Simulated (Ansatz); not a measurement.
Take BN in the wurtzite structure (space group P6_3mc, No. 186; a = 2.5545 Å, c = 4.2246 Å) as the base.

Structures relaxed with DFT with PBE, PAW potentials and a 420 eV plane-wave cutoff in Ansatz (a program for electronic structure), no SOC.

Base:

Simulated powder pattern, Cu Kα1, λ = 1.54056 Å (kinematic, ideal powder, no thermal factors, no anomalous dispersion; the 8 strongest lines at most, above 2 %, up to 2θ = 90°):

| 2θ (°) | I/Imax (%) | hkl |
|---|---|---|
| 40.75 | 100 | (100) |
| 42.77 | 59 | (002) |
| 46.29 | 75 | (101) |
| 60.56 | 23 | (102) |
| 74.18 | 42 | (110) |
| 80.84 | 42 | (103) |
| 88.27 | 6.6 | (200) |
| 89.62 | 26 | (112) |

After one change:

Simulated powder pattern, Cu Kα1, λ = 1.54056 Å (kinematic, ideal powder, no thermal factors, no anomalous dispersion; the 8 strongest lines at most, above 2 %, up to 2θ = 90°):

```csv
2θ (°),I/Imax (%)
41.78,100
43.83,59
47.46,75
62.16,22
76.28,42
83.18,43
```

Question: Which of these changes matches the shifts?
A. pressure −1 GPa
B. pressure 0.9 GPa
C. pressure −2 GPa
D. pressure 30 GPa

Answer: D, pressure 30 GPa. Its volume per atom is 5.56 Å³ against 5.97 Å³, and its space group is P6_3mc (No. 186).

Load acts through the strain it causes; cell and atoms are relaxed under it. Whether these cells are dynamically stable was not tested. Competing high-pressure phases were not computed.
